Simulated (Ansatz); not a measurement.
The starting structures come from a database of crystals and need not be the phases stable at ambient conditions.

Input:

```
MgPb2O6Te
1.0
    5.66626     0.00000     0.00000
   -2.83313     4.90712     0.00000
    2.83313     1.63571     4.62648
Mg Te Pb O
1 1 2 6
Cartesian
  0.00000   0.00000   0.00000
  0.00000   3.27142   2.31324
  2.83313   1.63571   1.15662
  2.83313   4.90712   3.46986
  5.66626   1.68955   1.19469
  0.00000   4.85328   3.43179
  1.36994   2.48048   3.43179
  4.29632   4.06235   1.19469
  1.36994   4.06235   1.19469
  4.29632   2.48048   3.43179
```

Space group of this cell: Fm-3m. The cell was relaxed by PBE-D3(BJ); by PBEsol its mean pressure is -2.3 GPa.

Transport runs along the normal of the first two printed cell vectors, the (111) plane of the conventional cell.

The gap is the functional's own. No spin-orbit coupling. Mid-gap values are interpolated on the energy grid.

### Question
Give the band gap and the smallest decay constant κ at mid-gap that PBEsol in Ansatz (a quantum-chemistry and plane-wave program) yields.

### Answer
Gap 2.37 eV on a 8×8×8 mesh; κ = 0.259 1/Å, at (0.500, 0.000) of the in-plane reciprocal vectors. At the zone centre, at the nearest computed energy, the slowest state has κ = 0.26 1/Å.
